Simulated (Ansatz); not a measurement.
# Cu2Sb (P4/nmm, No. 129)

All values below come from r²SCAN+rVV10 (plane waves, PAW; Ansatz, an electronic-structure program).

Numerical settings: plane-wave cutoff 500 eV, 10×10×8 k mesh (along the axes of the cell as run), Fermi–Dirac smearing 0.05 eV, no spin polarisation, scalar-relativistic PAW data made under PBE.

Cell: relaxed at this level.

```yaml
equilibrium_volume_per_atom: 15.92 Å³/atom
lattice_parameter_a: 3.977 Å
c axis length: 6.038 Å
band_gap: none
```

Spin–orbit coupling is not included.

Static lattice: no zero-point or thermal effects.
